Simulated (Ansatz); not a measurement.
SiC (P6_3mc), PBE with spin-orbit coupling, rigid bands in Ansatz (a program for electronic structure): Condition of this run: uniaxial stress along c of -20 GPa (compression positive) (the target of the relaxation). band gap 2.05 eV, N_c = 1.14e19 cm⁻³ and N_v = 5.58e19 cm⁻³ at 300 K, conductivity masses along x (a = (3.07, 0.00, 0.00) Å; b = (-1.53, 2.66, 0.00) Å; c = (0.00, 0.00, 5.25) Å) of 0.445 mₑ (electrons) and 0.994 mₑ (holes). Take k_BT = 0.02585 eV.

Find the intrinsic carrier density and the intrinsic Fermi level.

n_i = √(N_c N_v) exp(−E_g/2k_BT) = 2.52e19 × exp(−39.65) = 1.5e2 cm⁻³. The level lies (k_BT/2) ln(N_v/N_c) = 21 meV from mid-gap (positive towards the conduction band). Each 0.1 eV added to the gap lowers n_i by a factor of 6.9.

A film of it is 8 nm thick, with its normal along the direction named. Estimate the confinement energies in an infinite well.

ħ²π²/(2m t²) = 0.376 eV·nm²/(m/mₑ × t²) gives 13.2 meV for electrons and 5.91 meV for holes, so the gap would widen to about 2.07 eV. Finite barriers and nonparabolic bands lower this, and with several valleys or bands the heaviest mass along the normal sets the lowest level, not this average.

What built-in voltage has an abrupt junction with N_A = 1e16 and N_D = 1e17 cm⁻³, all dopants ionised?

V_bi = E_g/e − (k_BT/e) ln(N_c N_v/(N_A N_D)) = 2.05 − 0.02585 × 13.36 = 1.70 V. It follows the computed gap one for one.

Rigid, parabolic bands with the computed gap; masses take one relaxation time for all states. Geometry: cell and atoms relaxed with PBEsol.
